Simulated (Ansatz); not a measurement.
BP: pressure series

Take BP in the zinc blende structure (space group F-43m, No. 216; a = 4.5483 Å) as the base.

Cell and atoms are relaxed at each pressure.

Calculations: PBE/PAW in Ansatz (a quantum-chemistry and plane-wave program), without spin-orbit coupling, earlier PAW set.

Two rows of this table had their results exchanged by mistake.

| pressure | volume per atom (Å³) | shortest distance (Å) | band gap |
|---|---|---|---|
| pressure −2 GPa | 11.91 | 1.978 | 1.27 eV |
| pressure −1 GPa | 11.83 | 1.974 | 1.26 eV |
| pressure 3 GPa | 10.21 | 1.879 | 1.03 eV |
| pressure 7 GPa | 11.30 | 1.943 | 1.19 eV |
| pressure 15 GPa | 10.86 | 1.918 | 1.13 eV |
| pressure 30 GPa | 11.55 | 1.958 | 1.22 eV |
| pressure 50 GPa | 9.54 | 1.837 | 0.90 eV |
| pressure 75 GPa | 8.92 | 1.796 | 0.75 eV |
| pressure 100 GPa | 8.43 | 1.762 | 0.62 eV |

Task: Which two?

Result: The rows for pressure 3 GPa and pressure 30 GPa: the volume has to fall steadily with pressure, so 11.55 Å³ belongs to pressure 3 GPa and 10.21 Å³ to pressure 30 GPa.

Load acts through the strain it causes; cell and atoms are relaxed under it. Whether these cells are dynamically stable was not tested. No other phases were tried under pressure.
